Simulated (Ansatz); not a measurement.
Base system: MgO in the rock salt structure (space group Fm-3m, No. 225; a = 4.2149 Å). Axes: x, y, z lie along the cube axes.

Structures relaxed with PBEsol/PAW in Ansatz (a quantum-chemistry and plane-wave program), no spin-orbit coupling, earlier PAW set.

Base:

Simulated powder pattern, Co Kα, λ = 1.79026 Å (kinematic, ideal powder, no thermal factors, no anomalous dispersion; the 14 strongest lines at most, above 2 %, up to 2θ = 90°):

| 2θ (°) | I/Imax (%) | hkl |
|---|---|---|
| 43.17 | 10 | (111) |
| 50.27 | 100 | (200) |
| 73.84 | 56 | (220) |
| 89.56 | 7.7 | (311) |

After one change:

Simulated powder pattern, Co Kα, λ = 1.79026 Å (kinematic, ideal powder, no thermal factors, no anomalous dispersion; the 14 strongest lines at most, above 2 %, up to 2θ = 90°):

| 2θ (°) | I/Imax (%) |
|---|---|
| 43.27 | 16 |
| 50.27 | 100 |
| 50.64 | 49 |
| 73.84 | 28 |
| 74.14 | 55 |
| 89.63 | 7.7 |

Problem. Name the change that was made.
(A) tensor shear ε_xy = +1.00 %
(B) biaxial strain −1.63 %, plane normal [110], relaxed out of plane
(C) uniaxial strain ε_xx = −0.69 %
(D) strain tensor (xx, yy, zz, yz, xz, xy) = (+0.73, +1.41, −0.27, +0.52, −1.15, −1.47) %

Solution. C, uniaxial strain ε_xx = −0.69 %. Its volume per atom is 9.30 Å³ against 9.36 Å³, and its space group is I4/mmm (No. 139).

No phonon test of stability was made.
